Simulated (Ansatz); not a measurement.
Functionals compared on the (211) surface of silicon in its 1x1 cell, relaxed from an ideal cut (the real face may reconstruct), outermost plane spacing 1.12 Å in the ideal cut (in the relaxation like top atoms buckled by 0.7 Å), in Ansatz (plane waves, PAW). The structure was relaxed with PBE; the other rows are single points on it, each with its references at the same level. Cutoff 420 eV (500 eV for r2SCAN).

Model: 22-atom slab, 11.2 Å thick at the start, 7x3x1 mesh, Fermi-Dirac 0.025 eV, dipole correction, all atoms relaxed; symmetry of the start imposed; no spin (no spin-polarised run to compare, though such a face may carry moments), no spin-orbit, no U. The slab shows no gap on its mesh. These notes are the PBE run's.

```csv
functional,surface energy (J/m²),work function of the top face (eV),ionisation potential (eV),rough cost of the single point
PBE,1.68,4.76,4.84,–
LDA,1.84,4.93,4.98,roughly 60 core-seconds
PBEsol,1.77,4.80,4.84,about 60 core-seconds (a rough figure)
RPBE,1.59,4.69,4.79,roughly 60 core-seconds
r2SCAN,1.90,4.87,5.02,very roughly 2.2 core-minutes
```

Ansatz is a first-principles code.
